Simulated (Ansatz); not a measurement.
**C in the diamond structure (space group Fd-3m, No. 227)**

```xyz
2
Lattice="0.0000 1.7801 1.7801 1.7801 0.0000 1.7801 1.7801 1.7801 0.0000" Properties=species:S:1:pos:R:3 pbc="T T T"
C      1.7801     1.7801     1.7801
C      2.6702     2.6702     2.6702
```

Calculations: DFT with r2SCAN, PAW potentials and a 500 eV plane-wave cutoff in Ansatz (a first-principles code), without spin-orbit coupling, earlier PAW set. k-mesh 16×16×16 (Γ-centred); smearing 0.05 eV (Fermi–Dirac).

```yaml
volume_per_atom: 5.64 Å³
density: 3.54 g/cm³
band_gap: 4.36 eV, indirect, Γ → Γ–X (71 % along)
electron_mass: 1.6 mₑ along k, 0.28 mₑ across
Hole mass (degenerate bands, along [100]): 0.28, 0.28, 0.47 mₑ
Lowest conduction-band minima above the VBM: a point along ⟨100⟩, about 1.3 Å⁻¹ from Γ 4.36 eV
total_energy: -251.553 eV/atom (σ→0; compares only within this code and set-up)
```

Masses are band curvatures over ±0.01 Å⁻¹ around the edge. Along k means along the line from Γ to the band edge. Whether these cells are dynamically stable was not tested.
